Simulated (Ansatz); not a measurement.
## TaGe₂ (model structure, started from the AlB2 type, P6/mmm, No. 191, 3 atoms in the cell): bulk modulus by level of theory

No measured value is used here.

| level (code) | value (GPa) | cell (Å³/atom) |
|---|---|---|
| LDA (Ansatz) | 141 | 16.15 |
| PBEsol (Ansatz) | 135 | 16.53 |
| r²SCAN (Ansatz) | 133 | 16.74 |

Density-functional levels without +SOC have no spin–orbit coupling. LDA, PBEsol, r²SCAN: the bulk modulus is −V dP/dV from two relaxed cells at ±2 % in volume. Each level is taken at its own relaxed cell. Cutoffs differ between the levels. Ansatz's density-functional and Hartree–Fock values are scalar-relativistic unless marked +SOC, with PAW data made under PBE.

A model structure was made by putting elements into a prototype or built by hand; it is no filed structure, need not be a known phase, and can be a saddle point held by its symmetry.

Ansatz is a program for electronic structure.
